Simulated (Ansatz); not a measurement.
Start from HfO2 (space group P2_1/c, No. 14; a = 5.1141 Å, b = 5.1816 Å, c = 5.2953 Å, α = γ = 90.00°, β = 99.47°).

Computed with Kohn–Sham DFT with the r2SCAN functional, run in Ansatz (a program for electronic structure) with PAW and 500 eV plane waves, no SOC.

For the base:

The smallest direct gap comes out as 4.68 eV and the valence-band top at Γ is 0.00, -0.21, -0.52 eV.

The change: an isotropic linear strain of −0.52 %; the atoms relax in the strained cell.

Problem. What happens to the energy relative to the base, smallest direct gap, largest internal atomic displacement, mean gap deformation potential ΔEg/Δln V and valence-band top at Γ?

Solution. The energy goes up by 1.9 meV/atom; the smallest direct gap rises by 0.02 eV, from 4.68 eV to 4.70 eV; the largest internal atomic displacement comes out as 0.040 Å; the mean gap deformation potential ΔEg/Δln V is -1.1 eV; the valence-band top at Γ (three highest levels, from the VBM) goes from 0.00, -0.21, -0.52 eV to 0.00, -0.20, -0.46 eV.

Spin-orbit coupling, missing from the scalar runs, can matter with Hf. Stability against distortions was not tested.
